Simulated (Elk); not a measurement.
A user runs Elk on SrO (Fm-3m, 2 atoms in the cell) and asks whether the run is sound. The aim is a self-consistent single point with DFT, PBE, all-electron FP-LAPW, Elk's shipped species files, APW+lo basis with extra local orbitals.

Cell that was meant: a = 3.5934 Å, b = 3.5934 Å, c = 3.5934 Å, α = 60.00°, β = 60.00°, γ = 60.00°.

Part of the input:

```

gmaxvr
  16.0

lmaxapw
  4

lmaxo
  3

nxlo
  2
```

Output (repeated stretches shortened):

```
│ Elk code version 10.2.4 │

All units are atomic (Hartree, Bohr, etc.)

│ Ground-state run starting from atomic densities │

   [... lines left out ...]

Conduction state local-orbitals added automatically
Total number of local-orbitals :   69

Exchange-correlation functional :     20     0     0
 Perdew-Burke-Ernzerhof, Phys. Rev. Lett. 77, 3865 (1996)
 gradient requirement :    1
 generalised gradient approximation (GGA)

Smearing type :    0
 Gaussian
Smearing width :   0.1000000000E-03
Effective electronic temperature (K) :    31.57750248

Mixing type :    3
 Broyden mixing, J. Phys. A: Math. Gen. 17, L317 (1984)

Kohn-Sham potential initialised from atomic data
│ Self-consistent loop started │
│ Loop number : 1 │
 total energy                :     -3260.52914156
│ Loop number : 2 │
 total energy                :     -3260.49497359
RMS change in Kohn-Sham potential (target) :    1.546698351     (  0.1000000000E-05)
Absolute change in total energy (target)   :   0.3416796513E-01 (  0.1000000000E-03)
│ Loop number : 3 │
 total energy                :     -3260.40982985
RMS change in Kohn-Sham potential (target) :    1.520503752     (  0.1000000000E-05)
Absolute change in total energy (target)   :   0.9368572816E-01 (  0.1000000000E-03)
   [... lines left out ...]
Absolute change in total energy (target)   :   0.3985315038E-03 (  0.1000000000E-03)
│ Loop number : 14 │
 total energy                :     -3255.34062501
RMS change in Kohn-Sham potential (target) :   0.1906656757E-05 (  0.1000000000E-05)
Absolute change in total energy (target)   :   0.1544655306E-03 (  0.1000000000E-03)
│ Loop number : 15 │
 total energy                :     -3255.34059598
RMS change in Kohn-Sham potential (target) :   0.3879833882E-06 (  0.1000000000E-05)
Absolute change in total energy (target)   :   0.6765127182E-04 (  0.1000000000E-03)
Convergence targets achieved

│ Loop number : 16 │

Energies :
 Fermi                       :     0.180263835858
 total energy                :     -3255.34059800

Density of states at Fermi energy :   0.8125424928E-05
 (states/Hartree/unit cell)

Estimated indirect band gap :   0.1279005424
 from k-point      1 to k-point     24
Estimated direct band gap   :   0.1317002339
 at k-point     24

Charges :
 core                        :    30.00000000
 valence                     :    16.00000000
 interstitial                :    2.200544679
 muffin-tins (core leakage)
  species :    1 (Sr)
   atom    1                 :    36.11601299     (  0.2932784843E-04)
  species :    2 (O)
   atom    1                 :    7.683442329     (  0.8398284512E-08)
 total in muffin-tins        :    43.79945532
 total calculated charge     :    46.01708861
 total charge                :    46.00000000
 error                       :   0.1708861088E-01

│ Self-consistent loop stopped │
```

**Question.** Is anything amiss in this input, and did it matter?

**Answer.** The run is not sound. The fault is too low an angular cutoff in the spheres. The plane waves have to be matched at the sphere boundary up to an l near the radius times the largest wave number. To fix it, raise the angular cutoff. The run converged in 16 iterations without an error; against the sound input the total energy falls by 224 meV/atom and the gap on the mesh goes from 3.405 to 3.480 eV.

The sound input it was made from differs as follows (other fixes are possible):
```diff
-
-lmaxapw
-  4
-
-lmaxo
-  3
```

With that input, the run converged in 16 iterations: total energy -88581.8824 eV; pressure from finite strains at a fixed basis (rough; not comparable with other codes) 4.84 GPa; top of the valence band (on the code's own zero) 5.19 eV; gap on the k-point mesh 3.41 eV (DFT, PBE, all-electron FP-LAPW, Elk's shipped species files, APW+lo basis with extra local orbitals).

On the sound input: the starting cell comes from a database of computed structures (which also holds hypothetical and non-ambient phases and stackings), without a prior relaxation at this level. Its lattice was rescaled by a random factor within 2.5 % of one. Values depend on the basis (sphere radii, cutoffs, local orbitals), which need not be converged.
